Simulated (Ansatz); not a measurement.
Take BeTe in the zinc blende structure (space group F-43m, No. 216; a = 5.604 Å) as the base. Axes: x, y, z lie along the cube axes.

Calculations: plane-wave PAW DFT at the PBEsol level (Ansatz, a program for electronic structure, 420 eV), without spin-orbit coupling.

One thing is altered: every lattice vector is shortened by 3.00 %, atoms relaxed at fixed cell.

Predict the stress tensor and what it implies for the stiffness.

Stress of the strained cell less that of the base (GPa, compression positive):
```
   6.62    0.00    0.00
   0.00    6.62    0.00
   0.00    0.00    6.62
```

Then B = −ΔP/(ΔV/V₀) with ΔV/V₀ = -0.0873 gives secant stiffness values (nonlinear terms included at this strain): B ≈ 76 GPa.

As a check, the harmonic strain energy −½ V₀ Δσ:ε is 41 meV/atom; the computed energy rise is 37 meV/atom.

Whether these cells are dynamically stable was not tested.
